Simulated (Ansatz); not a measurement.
## HoPt3 (Pm-3m, No. 221)

Method: r²SCAN+rVV10 (Ansatz, an electronic-structure program, plane waves, PAW).

Run with plane-wave cutoff 560 eV, 14×14×14 k mesh, Fermi–Dirac smearing 0.05 eV, spin-polarised with parallel moments, scalar-relativistic PAW data made under PBE.

Cell: relaxed at this level.

```yaml
equilibrium_lattice_constant_a: 4.067 Å
```

Note: the magnetic order was assumed, not searched for or taken from measurement; the 4f shell is treated without U or exact exchange, so its levels and filling can be wrong.

Spin–orbit coupling is not included.

The computed numbers hold no vibrational or temperature effects.

Computing time: very roughly 10 core-minutes.
